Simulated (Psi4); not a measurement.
Psi4 1.11, unrestricted PBE/def2-tzvp: Hf(O)2 cation ([O]=[Hf]=[O]), charge +1, multiplicity 2, 3 atoms. The geometry is a generated start, not checked to be a minimum at this level.

```
Property                                              Value
--------------------------  -------------------------------
task                                                 energy
method                                                  pbe
basis                                             def2-tzvp
memory                                                 3 GB
maxiter                                                 100
keys of the molecule block                      symmetry c1
scf_type                                       df (default)
guess                        auto, which took SAD (default)
scf_initial_accelerator                     adiis (default)
e_convergence                               1e-06 (default)
d_convergence                               1e-06 (default)
dft_radial_points                              75 (default)
dft_spherical_points                          302 (default)
effective core potentials   those of the basis set, past Kr
basis functions                                         102
grid points                                           65510
```

```xyz
3

Hf     0.3946    -0.3399     0.4014
O      0.9403     0.3886    -1.1344
O     -1.3349    -0.0487     0.7330
```

Charge 1 and multiplicity 2 are set for this test and not shown to be the ground state.

One run each on 2 threads. Values of diis_max_vecs tried: 3, 6, 10 (default), 20.

Task: Predict the course of the SCF iterations along this series.

Result: Fewest SCF iterations, within one of each other: 6 with 12, 10 (default) with 12, 20 with 12. The count rises to 24 at 3. All converge to one solution.

```
diis_max_vecs  SCF iterations            end
-------------  --------------  -------------
3                          24  same solution
6                          12  same solution
10 (default)               12  same solution
20                         12  same solution
```
